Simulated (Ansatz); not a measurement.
## Cd: pressure series

Take Cd in the hcp (Mg type) structure (space group P6_3/mmc, No. 194; a = 3.016 Å, c = 5.822 Å) as the base.

Cell and atoms are relaxed at each pressure.

Level of theory: PBE (Ansatz, a first-principles code), no spin-orbit coupling, earlier PAW set.

Candidates:
(a) pressure 0.7 GPa
(b) pressure −1 GPa
(c) pressure 3 GPa
(d) pressure −2 GPa
(e) pressure 7.5 GPa

Before the change:

```
Property   Result
---------  ------
c/a ratio   1.930
```

Task: Order them by c/a ratio, lowest first.

Result: (e) pressure 7.5 GPa (1.799), (c) pressure 3 GPa (1.825), (a) pressure 0.7 GPa (1.910), (b) pressure −1 GPa (1.960), (d) pressure −2 GPa (1.997)

Load acts through the strain it causes; cell and atoms are relaxed under it. Whether these cells are dynamically stable was not tested. Competing high-pressure phases were not computed.
